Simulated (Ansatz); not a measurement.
Consider the following.

```
ZrO2
1.0
    3.58446     0.00000     0.00000
    0.00000     3.58446     0.00000
    0.00000     0.00000     5.17872
Zr O
2 4
Direct
  0.00000   0.00000   0.00000
  0.50000   0.50000   0.50000
  0.00000   0.50000   0.20159
  0.00000   0.50000   0.70159
  0.50000   0.00000   0.29841
  0.50000   0.00000   0.79841
```

No spin polarisation.

0.133 electrons added to each cell, a density of 2.0×10^21 cm⁻³, with a uniform compensating background at fixed cell and a 300 K Fermi–Dirac width.

The values are results of Ansatz (a program for electronic structure) PBEsol, without spin-orbit coupling, earlier PAW set, not measurements. Settings: 13×13×9 k-points, 0.0259 eV Fermi–Dirac smearing.

**Question.** Predict the gap character and gap between the host's bands.

**Answer.** The gap character is indirect, M–Γ (56 % along) → Γ and the gap between the host's bands is 4.06 eV.

Charged cell with a jellium background: band edges are those of the host's band count, energies are not comparable with the neutral cell, and many-body gap narrowing is missing. Whether these cells are dynamically stable was not tested. The cell was made from ZrO2 (space group P4_2/nmc, No. 137) by this change: electrons 2.0×10^21 cm⁻³. This is not the structure that ZrO2 has at room temperature and ambient pressure.
